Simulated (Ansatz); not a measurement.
**A computed series for Si3N4: pressure series**

The reference is Si3N4 (space group Fd-3m, No. 227; a = 7.789 Å).

Cell and atoms are relaxed at each pressure.

Levels (all Ansatz, an electronic-structure program, PAW): PBE (420 eV, scalar-relativistic without spin-orbit coupling); PBEsol (420 eV, no spin-orbit coupling).

The base cell above is that of PBE; each level relaxes its own structures.

```
case              volume per atom, PBE  volume per atom, PBEsol
----------------  --------------------  -----------------------
pressure −2 GPa                8.50 Å³                  8.35 Å³
pressure −1 GPa                8.47 Å³                  8.32 Å³
pressure 0.3 GPa               8.43 Å³                  8.28 Å³
pressure 0.7 GPa               8.42 Å³                  8.27 Å³
pressure 1.5 GPa               8.40 Å³                  8.25 Å³
pressure 3 GPa                 8.36 Å³                  8.21 Å³
pressure 5 GPa                 8.30 Å³                  8.16 Å³
pressure 7.5 GPa               8.24 Å³                  8.10 Å³
pressure 10 GPa                8.17 Å³                  8.04 Å³
```

PBE lies above PBEsol in every row, by 0.13 Å³ to 0.15 Å³. They put the cases in the same order.

Load acts through the strain it causes; cell and atoms are relaxed under it. No phonon test of stability was made. Competing high-pressure phases were not computed.
